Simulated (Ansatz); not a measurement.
Start from MgS in the rock salt structure (space group Fm-3m, No. 225; a = 5.203 Å). Axes: x, y, z lie along the cube axes.

Computed with DFT with r2SCAN, PAW potentials and a 500 eV plane-wave cutoff in Ansatz (an electronic-structure program), no SOC.

It is then changed as follows: the cell is stretched by 0.50 % along z with no lateral relaxation; the atoms relax in the strained cell.

Predict the stress tensor and what it implies for the stiffness.

Stress of the strained cell less that of the base (GPa, compression positive):
```
  -0.22    0.00    0.00
   0.00   -0.22    0.00
   0.00    0.00   -0.73
```

Then −Δσ_ii/ε with ε = 0.0050 gives relaxed-ion elastic constants: C33 ≈ 147 GPa.

Stability against distortions was not tested.
